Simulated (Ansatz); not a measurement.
Base system: ZnO in the wurtzite structure (space group P6_3mc, No. 186; a = 3.235 Å, c = 5.211 Å).

Levels (all Ansatz, a first-principles code, PAW): r2SCAN (500 eV, no spin-orbit coupling); HSE06 (420 eV, no spin-orbit coupling).

Its gap is 1.24 eV with r2SCAN and 2.53 eV with HSE06.

The change: a hydrostatic pressure of 15 GPa.

With r2SCAN the gap becomes 1.36 eV.

### Question
If the HSE06 correction stayed the same, what would the HSE06 gap be, and what does the HSE06 run give?

### Answer
A rigid correction of +1.29 eV gives 2.65 eV. The HSE06 run gives 2.71 eV, so the correction itself changes by +0.06 eV.

Single points use the geometry relaxed with r2SCAN. Load acts through the strain it causes; cell and atoms are relaxed under it. Whether these cells are dynamically stable was not tested. Measured, ZnO leaves this structure (for rock salt) near 9.1 GPa (temperature not stated; as listed in Datta, Sujoy, Jana, Debnarayan, arXiv (2020)), on rising pressure, with hysteresis.
